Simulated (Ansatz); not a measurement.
Results of PBE+SOC (PAW; Ansatz, a first-principles code) for L1₀ (CuAu-type) CuAu.

Run with plane-wave cutoff 520 eV, 20×20×16 k mesh (along the axes of the cell as run), Fermi–Dirac smearing 0.05 eV, PAW data made under PBE.

Shape and atoms are relaxed at each volume.

Pressure at four volumes; x = ln(V/14.909 Å³). One pressure is withheld.

```csv
V (Å³/atom),x,P (GPa)
14.313,-0.0408,?
14.611,-0.0202,3.07
14.909,0.0000,0.00
15.506,0.0393,-5.08
```

Pass a parabola P(x) through the three rows shown, estimate the bulk modulus and its pressure derivative near zero pressure, and predict the withheld pressure.

Slopes between the rows: (0.00 − (3.07))/(0.0000 − (-0.0202)) = -151.98 and (-5.08 − (0.00))/(0.0393 − (0.0000)) = -129.26 GPa. Their difference over the span 0.0595 is c = 22.72/0.0595 = 381.8 GPa, so P(x) = 3.07 + (-151.98)(x − (-0.0202)) + 381.8 (x − (-0.0202))(x − (0.0000)). At the middle row B = −dP/dx = −[-151.98 + 381.8 × 0.0202] = 144.3 GPa, and B′ = dB/dP = 2c/B = 5.3. At x = -0.0408 the parabola gives 6.52 GPa; the run gives 6.55 GPa. The Birch–Murnaghan fit to the energies at all volumes has B0 = 144 GPa and B′ = 5.3.
